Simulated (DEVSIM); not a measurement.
Device: Cr/SiO2/p-Si capacitor, at 300 K.

| layer (left to right) | material | thickness (nm) | Na (cm⁻³) |
|---|---|---|---|
| 1 | SiO2 | 3.70 | - |
| 2 | Si | 17000 | 1.1e15 |

Metal gate on the left, work function 4.5 eV. Fixed charge at the semiconductor interface 0 cm⁻² (in units of +e); no interface traps.

This is a model device: material constants are rounded textbook-type values typed into the input, and sizes, dopings and lifetimes were drawn at random. Values at 300 K; Nc and Nv go as T^1.5, mobilities as T to minus their exponent, the gap by Varshni's rule with the affinity fixed.

```csv
parameter,SiO2,Si
gap (eV),9,1.124
affinity (eV),0.9,4.05
permittivity,3.9,11.7
Nc (cm⁻³),-,2.86e19
Nv (cm⁻³),-,3.1e19
Varshni α (eV/K),-,0.000473
Varshni β (K),-,636
```

Simulated with DEVSIM: 1D Poisson equation in equilibrium, Boltzmann statistics, complete ionisation; no quantum confinement or tunnelling. Metal contacts follow the ideal Schottky-Mott rule: no Fermi-level pinning, no interface dipoles.

The temperature was swept, all else fixed.

| temperature (K) | threshold voltage (band bending 2φF) (V) | minimum of the low-frequency capacitance (μF/cm²) | flat-band voltage (V) |
|---|---|---|---|
| 250 | 0.25 | 0.0129 | -0.47 |
| 300 | 0.20 | 0.0140 | -0.41 |
| 350 | 0.15 | 0.0171 | -0.34 |
| 400 | ? | ? | -0.28 |
| 450 | 0.04 | 0.0297 | -0.21 |
| 500 | -0.01 | 0.0513 | -0.14 |

Question: Fill in the missing entries.

Answer: 
- 400, threshold voltage (band bending 2φF) (V): 0.10
- 400, minimum of the low-frequency capacitance (μF/cm²): 0.0204
